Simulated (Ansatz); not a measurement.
## Ca3SbN, response to strain

Base system: Ca3SbN in the anti-perovskite structure (space group Pm-3m, No. 221; a = 4.803 Å; a cell from a computed database, its experimental status unchecked). Axes: x, y, z lie along the cube axes.

Strains are applied to the cell and any free atomic positions relax; under biaxial strain the out-of-plane vector relaxes too; under stress the whole cell relaxes.

Levels (all Ansatz, an electronic-structure program, PAW): PBEsol (420 eV, spin-orbit coupling left out); HSE06 (420 eV, no spin-orbit coupling).

Band gaps by level, all at the geometries relaxed with PBEsol:

```tsv
case	PBEsol	HSE06
base	0.33 eV	1.07 eV
biaxial strain −1.81 %, plane normal [001], relaxed out of plane	0.19 eV	0.93 eV
biaxial strain +1.81 %, plane normal [110], relaxed out of plane	0.30 eV	1.03 eV
uniaxial stress, 8 GPa compression along x	zero	0.71 eV
uniaxial stress, 2 GPa tension along z	0.29 eV	1.03 eV
```

Single points use the geometry relaxed with PBEsol. HSE06 was sampled on its mesh, a few special points and the semilocal edge points, so its gap is an upper bound. Spin-orbit coupling, missing from the scalar runs, can matter with Sb. Beyond what the load breaks, stability against distortions was not tested. All final runs are without spin polarisation. Gaps under 0.05 eV, about the width of the smearing, are given as zero. A zero or small gap of Ca3SbN under biaxial strain −1.81 %, plane normal [001], relaxed out of plane, Ca3SbN under biaxial strain +1.81 %, plane normal [110], relaxed out of plane, Ca3SbN under uniaxial stress, 8 GPa compression along x and Ca3SbN under uniaxial stress, 2 GPa tension along z can be the functional's error rather than a property of the material.
